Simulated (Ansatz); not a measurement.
The parent structure is Mg$_{2}$Si (space group Fm-3m, No. 225; a = 6.325 Å). Axes: x, y, z lie along the cube axes.

Structures relaxed with plane-wave PAW DFT at the PBEsol level (Ansatz, a program for electronic structure, 420 eV), without spin-orbit coupling, earlier PAW set.

Base:

Simulated powder pattern, Co Kα, λ = 1.79026 Å (kinematic, ideal powder, no thermal factors, no anomalous dispersion; the 10 strongest lines at most, above 2 %, up to 2θ = 90°):

```
2θ (°)  I/Imax (%)    hkl
------  ----------  -----
28.38           37  (111)
32.88           11  (200)
47.19          100  (220)
55.98           15  (311)
58.71          2.9  (222)
68.95           16  (400)
76.17          6.3  (331)
78.52          3.4  (420)
87.78           34  (422)
```

Modification: biaxial strain −3.77 %, plane normal [111], relaxed out of plane (Cartesian); in-plane vectors clamped, the third vector and the atoms free.

After the change:

Simulated powder pattern, Co Kα, λ = 1.79026 Å (kinematic, ideal powder, no thermal factors, no anomalous dispersion; the 10 strongest lines at most, above 2 %, up to 2θ = 90°):

```tsv
2θ (°)	d (Å)	I/Imax (%)	hkl
27.85	3.720	17	(111)
29.33	3.535	53	(1 1 -1)
33.57	3.099	21	(200)
47.25	2.233	100	(220)
49.16	2.152	89	(2 0 -2)
55.74	1.915	9.4	(311)
57.44	1.863	12	(3 1 -1)
58.28	1.838	7.0	(1 1 -3)
70.56	1.550	30	(400)
86.50	1.306	18	(422)
```

The indices refer to the base's conventional cell; one index is shown for lines that coincide. The space group is now R-3m (No. 166).

Stability against distortions was not tested. The final runs are not spin-polarised.
